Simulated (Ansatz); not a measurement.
Band structure of ScCd3 (P6_3/mmc, 8 atoms in the cell).

```
CELL_PARAMETERS angstrom
      6.29508     0.00000     0.00000
     -3.14754     5.45170     0.00000
      0.00000     0.00000     4.80242
ATOMIC_POSITIONS crystal
  Sc 0.33333 0.66667 0.25000
  Sc 0.66667 0.33333 0.75000
  Cd 0.83410 0.66820 0.25000
  Cd 0.16590 0.33180 0.75000
  Cd 0.16590 0.83410 0.75000
  Cd 0.83410 0.16590 0.25000
  Cd 0.33180 0.16590 0.25000
  Cd 0.66820 0.83410 0.75000
```

Method of the run: PBEsol, PAW files made with PBE (plane waves; Ansatz, a first-principles code).

Settings: kpoints.mp_grid.grid = 4 4 5; hamiltonian.xc = pbesol; hamiltonian.pseudopotentials = {kind: paw} (an earlier, softer set of the program's PAW files); scf.occupations.method = fermi_dirac; scf.occupations.width = 0.136 eV; kpoints.band_path.npoints = 8.

The starting cell comes from a database of computed structures (which also holds hypothetical and non-ambient phases and stackings), without a prior relaxation at this level. Its lattice was rescaled by a random factor within 2.5 % of one.

Levels in eV from the Fermi level, bands 67 to 74:
```tsv
point	67	68	69	70	71	72	73	74
Γ	-2.75	-2.51	-2.51	-1.42	0.81	0.81	0.82	0.82
M	-1.15	-0.65	-0.48	-0.29	0.05	0.18	0.26	1.04
K	-1.73	-1.12	-0.95	0.11	0.11	0.28	0.28	0.97
A	-1.80	-1.80	-1.28	-1.28	-1.14	-1.14	-1.14	-1.14
L	-2.60	-2.60	-1.93	-1.93	0.19	0.19	1.20	1.20
H	-4.10	-4.10	-0.33	-0.33	-0.14	-0.14	0.95	0.95
```

Bands cross the Fermi level along this path, so the cell is metallic at this level.

Keys are those of Ansatz 0.2.
